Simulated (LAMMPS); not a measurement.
LAMMPS 22 Jul 2025, classical MD, Born-Mayer-Huggins in the Tosi-Fumi form: NaCl, 110592 atoms.

```
Property                                                                                           Value
-----------------------------------------------  -------------------------------------------------------
task                                                                                             MD, nve
potential                                                       Born-Mayer-Huggins in the Tosi-Fumi form
copies of the repeat unit                                                                       24×24×24
shape (slab and sphere leave vacuum in the box)                                                     bulk
temperature                                                                                        900 K
steps                                                                                                200
timestep                                                                                            2 fs
neighbor skin                                                                                        2 Å
neigh_modify                                                                   every 1 delay 0 check yes
thermo                                                                                               100
kspace_style                                                                                        pppm
kspace_accuracy                                                                                   0.0001
pair cutoff                                                                                         10 Å
-sf                                                                                                  omp
newton                                                                                      on (default)
atom_modify sort (bins of 2 Å where set)                                                  1000 (default)
comm_style                                                                               brick (default)
kspace_modify                                                                  order 5 diff ik (default)
box                                                                              135.4 × 135.4 × 135.4 Å
start                                              generated rock salt lattice, warmed in an untimed run
compared values                                  energy and forces of the first step, drift over the run
```

Machine: one whole node, Arm Neoverse V2, 96 cores on 1 socket, no SMT, 1 L3 cache group.

Run on 1 rank × 32 threads, it takes 11 s from launch to exit:

```bash
# ahead of the timed run: OMP_NUM_THREADS=1 mpirun -np 48 lmp -in in.warm -log none -nocite
OMP_NUM_THREADS=32 mpirun -np 1 lmp -sf omp -pk omp 32 -in in.lmp -log log.lammps -nocite
```

From its output:

```
  using 32 OpenMP thread(s) per MPI task
  1 by 1 by 1 MPI processor grid
  110592 atoms
  G vector (1/distance) = 0.26962011
  grid = 75 75 75
  stencil order = 5
  estimated relative force accuracy = 0.00013141316
  master list distance cutoff = 12
  ghost atom cutoff = 12
Per MPI rank memory allocation (min/avg/max) = 355.4 | 355.4 | 355.4 Mbytes
856.3% CPU use with 1 MPI tasks x 32 OpenMP threads
...
Loop time of 10.7549 on 32 procs for 200 steps with 110592 atoms

Performance: 3.213 ns/day, 7.469 hours/ns, 18.596 timesteps/s, 2.057 Matom-step/s
856.3% CPU use with 1 MPI tasks x 32 OpenMP threads

MPI task timing breakdown:
Section |  min time  |  avg time  |  max time  |%varavg| %total
---------------------------------------------------------------
Pair    | 2.0024     | 2.0024     | 2.0024     |   0.0 | 18.62
Kspace  | 8.3987     | 8.3987     | 8.3987     |   0.0 | 78.09
Neigh   | 0.12482    | 0.12482    | 0.12482    |   0.0 |  1.16
Comm    | 0.096849   | 0.096849   | 0.096849   |   0.0 |  0.90
Output  | 0.00088717 | 0.00088717 | 0.00088717 |   0.0 |  0.01
Modify  | 0.097772   | 0.097772   | 0.097772   |   0.0 |  0.91
Other   |            | 0.03349    |            |       |  0.31

Nlocal:         110592 ave      110592 max      110592 min
Histogram: 1 0 0 0 0 0 0 0 0 0
Nghost:          74582 ave       74582 max       74582 min
Histogram: 1 0 0 0 0 0 0 0 0 0
Neighs:     1.7798e+07 ave  1.7798e+07 max  1.7798e+07 min
Histogram: 1 0 0 0 0 0 0 0 0 0

Total # of neighbors = 17797986
Ave neighs/atom = 160.93376
Neighbor list builds = 10
Dangerous builds = 0
```

Each time is the median wall time of two to five repeats, run one at a time on the otherwise empty machine; start-up is included. Unless noted, each process is bound to its own block of adjacent cores. Build: PyPI wheel: MPICH, OPENMP and OPT packages. Other compilers and libraries give other times. Scratch files lie in a memory file system. A preparatory run goes ahead and isn't timed.

Question: What holds this run back, and which change relieves it on the same cores with the result kept within 1.0 meV/atom in energy, 10 meV/Å in forces on 48 atoms, 0.20 meV an atom in drift of the total energy?

Answer: The largest part is long-range solver (Kspace), 76 % of the time. One change that relieves it (others may too): going from 1 rank × 32 threads, suffix = omp to 32 ranks, suffix = none (plain styles) (default), the fastest among the values tried that keep the result: 11 s to 2.8 s (4.0× as fast). The largest move is in long-range solver (Kspace): 8.4 s to 0.78 s. As resolved by the program: grid of ranks 1 by 1 by 1 against 2 by 4 by 4. These two results differ by: energy 0.0024 meV/atom, forces on 48 atoms 0.0017 meV/Å, drift of the total energy under 0.001 meV an atom. Others tried: 32 ranks, suffix = omp (3.1 s); 16 ranks × 2 threads, suffix = omp (3.6 s); 8 ranks × 4 threads, suffix = omp (4.1 s); 4 ranks × 8 threads, suffix = omp (5.3 s).
